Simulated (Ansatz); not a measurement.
K₂MoO₄ (C2/m, No. 12, 14 atoms in the cell; start COD 1527397) was calculated with PBEsol (plane waves, PAW; Ansatz, a first-principles code).

Run with plane-wave cutoff 520 eV, 6×6×6 k mesh, Fermi–Dirac smearing 0.01 eV, no spin polarisation, scalar-relativistic PAW data made under PBE.

Cell (relaxed at this level):

```cif
data_K8Mo4O16
_chemical_formula_sum 'Mo4 K8 O16'
_space_group_name_H-M_alt 'C2/m'
_space_group_IT_number 12
_space_group_name_Hall '-C 2y'
_cell_length_a 12.28537
_cell_length_b 6.05868
_cell_length_c 7.50002
_cell_angle_alpha 90.000
_cell_angle_beta 115.773
_cell_angle_gamma 90.000
loop_
_atom_site_label
_atom_site_type_symbol
_atom_site_symmetry_multiplicity
_atom_site_Wyckoff_symbol
_atom_site_fract_x
_atom_site_fract_y
_atom_site_fract_z
_atom_site_occupancy
Mo1 Mo 4 i 0.17575 0.00000 0.22554 1
K1 K 4 i 0.15631 0.00000 0.74904 1
K2 K 4 i 0.01045 0.50000 0.23508 1
O1 O 4 i 0.33324 0.00000 0.38216 1
O2 O 4 i 0.08837 0.00000 0.36144 1
O3 O 8 j 0.14209 0.23861 0.07469 1
```
(The calculation used a cell of 14 atoms; values per cell refer to that cell.)

Problem. Give the computed band gap, smallest direct gap on the k points sampled and Γ–Γ gap.

Solution. 
- band gap: 4.33 eV
- smallest direct gap on the k points sampled: 4.49 eV
- Γ–Γ gap: 4.55 eV

Spin–orbit coupling is not included.

The computed numbers hold no vibrational or temperature effects.
